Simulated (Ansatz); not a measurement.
CsCl-type NiAl, treated with r²SCAN (plane waves, PAW; Ansatz, a quantum-chemistry and plane-wave program).

Run with plane-wave cutoff 500 eV, 20×20×20 k mesh, Fermi–Dirac smearing 0.1 eV, no spin polarisation, scalar-relativistic PAW data made under PBE.

Computed at the level's own relaxed cell.

Q: Give the computed volume per atom and lattice parameter a.

A: 
- volume per atom: 11.74 Å³/atom
- lattice parameter a: 2.864 Å

Measured, for comparison: equilibrium volume per atom 11.97 Å³/atom, lattice constant a 2.882 Å (extrapolated to 0 K, zero-point anharmonic expansion removed (Haas, Tran, Blaha 2009); as tabulated in Levämäki et al. (2014), arXiv:1402.3671). Computed (rounded) less measured: equilibrium volume per atom -1.9 %, lattice constant a -0.6 %.
